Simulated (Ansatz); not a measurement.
An Ansatz (a quantum-chemistry and plane-wave program) input (r2SCAN/PAW in Ansatz, no SOC, earlier PAW set):

Ansatz 0.2 input:
```yaml
crystal:
  lattice:
    - [2.9125732349, 0, 0]
    - [-1.4562866174, 2.5223624118, 0]
    - [0, 0, 2.8367038862]
  atoms:
    - { symbol: W, position: [0, 0, 0] }
    - { symbol: C, position: [0.6666666667, 0.3333333333, 0.5] }
basis: { ecutwfc: 500, ecutrho_ratio: 4, xc_grid: 4, fft_grid_basis: typed }
kpoints: { mp_grid: { grid: [18, 18, 16] } }
hamiltonian:
  xc: r2scan
  dispersion: none
  pseudopotentials: { azcp: { folder: ./paw }, kind: paw }
scf: { occupations: { method: fermi_dirac, width: 0.05 }, convergence: { dr2_threshold: 0.0000000002 } }
output: { forces: true, stress: true }
```

Task: Which symmetry and how many k-points will the program report, and about how many plane waves at Γ?

Result: Space group P-6m2 (ITA 187) with 12 operations, k-points 333 of 5184, and 539 plane waves at Γ.

No phonon test of stability was made. All final runs are without spin polarisation. The cell is WC (space group P-6m2, No. 187).
